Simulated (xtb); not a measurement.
xtb 6.7.1, GFN2-xTB: Ta(NH)(OH)(OSiH3)2 ([NH]=[Ta]([OH])([O][SiH3])[O][SiH3]), 15 atoms. The geometry is a generated start, not checked to be a minimum at this level.

* **method**: GFN2-xTB
* **--acc**: 1 (default)
* **--etemp (K)**: 300 (default)
* **detailed input (--input)**: none: ANC optimiser, Lindh (1995) Hessian, microcycle=20, maxdispl=1.0, hlow=0.01 (default)
* **basis functions**: 54
* **valence electrons**: 44

```xyz
15

Ta    -0.3897     0.2771     0.6770
N     -2.1428    -0.0977     0.6150
H     -3.1342    -0.2874     0.6266
O      0.0347     1.1861     2.2427
H     -0.2130     1.5724     3.0810
O      0.5678    -1.3750     0.5459
Si     1.0621    -2.9062     0.6136
H     -0.0736    -3.7430     1.0204
H      2.1450    -2.9656     1.6081
H      1.5590    -3.2503    -0.7252
O      0.0260     1.3086    -0.8837
Si     0.1134     2.3528    -2.1088
H     -0.6829     1.8198    -3.2194
H      1.5335     2.4694    -2.4746
H     -0.4053     3.6389    -1.6187
```

Charge 0 and multiplicity 1 are set for this test and not shown to be the ground state.

The structure is relaxed from this start with --opt LEVEL for the levels crude, sloppy, loose, lax, normal, tight, vtight, extreme, once each. Up to the end of the extreme run atoms move by at most 0.55 Å along an axis.

**Question.** What is the loosest level that ends within 1 meV of the extreme run, and how many cycles does it take?

**Answer.** normal: 18 cycles against 68, ending 0.41 meV above.

| level | cycles | energy above the extreme run (meV) | gradient norm (eV/Å) |
|---|---|---|---|
| crude | 1 | 5.1 | 0.20 |
| sloppy | 1 | 5.1 | 0.20 |
| loose | 1 | 5.1 | 0.20 |
| lax | 3 | 4.1 | 0.092 |
| normal | 18 | 0.41 | 0.029 |
| tight | 20 | 0.26 | 0.012 |
| vtight | 44 | 0.096 | 0.0024 |
| extreme | 68 | — | 0.0017 |
